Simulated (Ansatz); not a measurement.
Start from AlN in the zinc blende structure (space group F-43m, No. 216; a = 4.370 Å).

The values are results of plane-wave PAW DFT at the r2SCAN level (Ansatz, a quantum-chemistry and plane-wave program, 500 eV), without spin-orbit coupling, not measurements.

Before the change:

The lattice parameter a comes out as 4.370 Å and the smallest direct gap is 4.84 eV. The band gap is 3.94 eV.

The change: cell and atoms relaxed at a pressure of 4.5 GPa.

Problem. What happens to the lattice parameter a, smallest direct gap and band gap?

Solution. The lattice parameter a shrinks by 0.030 Å, from 4.370 Å to 4.340 Å; the smallest direct gap increases by 0.19 eV to 5.03 eV; the band gap grows by 0.02 eV to 3.96 eV.

Load acts through the strain it causes; cell and atoms are relaxed under it. No phonon test of stability was made. Tetrahedral semiconductors of this kind turn to denser phases somewhere between about 1 and 50 GPa; those were not computed, so compressed cells here can lie past the real transition. This is not the structure that AlN has at room temperature and ambient pressure.
